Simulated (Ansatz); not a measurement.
**Ge vacancy + Ge vacancy + Sn interstitial in germanium**

All values below come from PBE, PAW (plane waves to 420 eV; Ansatz, an electronic-structure program). Set-up: 64-site cell; 2×2×2 shifted k-points; start: the Ge site; Ge 2.49 Å away; midway between the emptied sites; no spin–orbit coupling; the functional closes the host's gap; energies good to tenths of an eV; relaxed from one start, so a lower configuration may exist.

Neighbours after relaxation, in Å: of the emptied site: Sn 1.23, Ge 2.35, Ge 2.35, Ge 2.35; of the emptied site: Sn 1.27, Ge 2.34, Ge 2.34, Ge 2.34; of the Sn atom: Ge 2.95, Ge 2.95, Ge 2.95, Ge 2.97, Ge 2.97, Ge 2.97.

Formation energies E_f are those of the neutral cell. Chemical conditions: host crystal and elements as references (Δμ(Ge) = 0.00 eV, Δμ(Sn) = 0.00 eV; Sn taken from its element, since no compound that bounds it was computed at this level; only phases computed here count, gases as isolated molecules at 0 K). Reference phases: Ge: germanium, Sn: beta tin.

```tsv
charge	moment (μB)	point group	largest move off a lattice site (Å)	E_f, host crystal and elements as references (eV)
0	not spin-polarised	near D3d	0.19	1.53
```

Point groups are those of the whole cell at tolerances of 0.03 and 0.1 Å ("near" where only the looser one holds); none is given for unsettled states.

All states together cost around 40 core-minutes (rough).
